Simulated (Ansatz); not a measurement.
Start from NbSi2 (space group P6_422, No. 181).

```yaml
crystal:
  lattice:
    - [4.76752, 0.00000, 0.00000]
    - [-2.38376, 4.12879, 0.00000]
    - [0.00000, 0.00000, 6.57585]
  atoms:
    - { symbol: Nb, position: [0.50000, 0.50000, 0.66667] }
    - { symbol: Nb, position: [0.00000, 0.50000, 0.33333] }
    - { symbol: Nb, position: [0.50000, 0.00000, 0.00000] }
    - { symbol: Si, position: [0.68068, 0.84034, 0.33333] }
    - { symbol: Si, position: [0.84034, 0.68068, 0.00000] }
    - { symbol: Si, position: [0.15966, 0.84034, 0.66667] }
    - { symbol: Si, position: [0.31932, 0.15966, 0.33333] }
    - { symbol: Si, position: [0.15966, 0.31932, 0.00000] }
    - { symbol: Si, position: [0.84034, 0.15966, 0.66667] }
```

Method: PBEsol (Ansatz, a first-principles code, PAW, no spin-orbit coupling).

Base values:

```
Quantity                Value
-------------------  --------
c/a ratio               1.379
Lattice parameter a  476.8 pm
```

Now apply this change: full substitution Si → C, then cell and atoms are relaxed.

### Question
Predict the new c/a ratio and lattice parameter a.

### Answer
The c/a ratio drops by 0.052 to 1.327; the lattice parameter a falls by 59.1 pm, from 476.8 pm to 417.7 pm.

Stability against distortions was not tested. As relaxed here, NbC2 is a hypothetical phase, not in the database extracts checked. All final runs are without spin polarisation. An odd electron count without spin: NbC2 and NbSi2.
